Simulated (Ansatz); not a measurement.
Start from PtS (space group P4_2/mmc, No. 131).

```
CELL_PARAMETERS angstrom
      3.47500     0.00000     0.00000
      0.00000     3.47500     0.00000
      0.00000     0.00000     6.06745
ATOMIC_POSITIONS crystal
  Pt 0.50000 0.00000 0.50000
  Pt 0.00000 0.50000 0.00000
  S  0.00000 0.00000 0.75000
  S  0.00000 0.00000 0.25000
```

Levels (all Ansatz, a quantum-chemistry and plane-wave program, PAW): PBEsol (420 eV, no SOC); r2SCAN (500 eV, without spin-orbit coupling); HSE06 (420 eV, scalar-relativistic without spin-orbit coupling).

At the geometry relaxed with PBEsol, these levels gave the following band gaps, in shuffled order: (a) 1.85 eV, (b) 0.52 eV, (c) 0.89 eV.

Problem. Match each gap to its level.

Solution. (a) HSE06; (b) PBEsol; (c) r2SCAN.

Single points use the geometry relaxed with PBEsol. HSE06 gaps are upper bounds (no full band path). Spin-orbit coupling, missing from the scalar runs, can matter with Pt. Whether these cells are dynamically stable was not tested.
